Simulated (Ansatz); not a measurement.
Here is the system:

End structure of a constructed model of the (110) surface of bcc Ta, a pseudomorphic layer of Sn in the host's stacking (bottom of the slab: a bare face, its two planes held):

```
CELL_PARAMETERS angstrom
      2.87436     0.00000     0.00000
     -0.95812     2.70998     0.00000
      0.00000     0.00000    30.50000
ATOMIC_POSITIONS crystal
  Ta 0.50000 0.50000 0.26259
  Ta 0.00000 0.00000 0.33953
  Ta 0.50000 0.50000 0.41591
  Ta 0.00000 0.00000 0.49313
  Ta 0.50000 0.50000 0.56993
  Ta 0.00000 0.00000 0.64596
  Sn 0.50000 0.50000 0.72932
```

Model: 7-atom slab, 14.5 Å thick at the start, 14x14x1 mesh, Fermi-Dirac 0.1 eV, dipole correction, single point; on the structure that PBE left under its start's symmetry; no spin, no spin-orbit, no U. It is one candidate, not shown to be the stable structure of the face.

Q: What is the computed work function of the top face (r2SCAN, at the PBE geometry (Ansatz, a program for electronic structure))?

A: 4.50 eV
